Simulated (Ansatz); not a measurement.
Effective masses and thermopower of KTaO₃ under load (space group P4/mmm)

Consider the following.

```xyz
5
Lattice="3.9839 0.0000 0.0000 0.0000 3.9839 0.0000 0.0000 0.0000 3.9947" Properties=species:S:1:pos:R:3 pbc="T T T"
K      1.9920     1.9920     1.9973
Ta     0.0000     0.0000     0.0000
O      0.0000     1.9920     0.0000
O      1.9920     0.0000     0.0000
O      0.0000     0.0000     1.9973
```

These are PBEsol with spin-orbit coupling, rigid bands (plane waves, PAW; Ansatz, an electronic-structure program) values and carry that method's errors. Condition of this run: uniaxial stress zz = -1 GPa (compression positive) (the target of the relaxation). How the cell was made: cell and atoms relaxed with PBEsol, then loaded as said.

```
Property                                                                Value
--------------------------------------------  -------------------------------
band gap                                                              1.99 eV
electron conductivity mass (300 K, dilute)    0.46 (x), 0.46 (y), 0.44 (z) mₑ
hole conductivity mass (300 K, dilute)          2.1 (x), 2.1 (y), 1.96 (z) mₑ
effective density of states N_c (300 K)                           1.6e19 cm⁻³
effective density of states N_v (300 K)                           4.1e20 cm⁻³
density-of-states mass, electrons                                     0.74 mₑ
density-of-states mass, holes                                          6.4 mₑ
Seebeck coefficient, n-type 1e19 cm⁻³, 300 K                        -274 μV/K
Seebeck coefficient, p-type 1e19 cm⁻³, 300 K                         554 μV/K
```

Rigid bands; masses and Seebeck coefficients take one relaxation time τ for all states and one kind of carrier; polarons and phonon drag are left out.
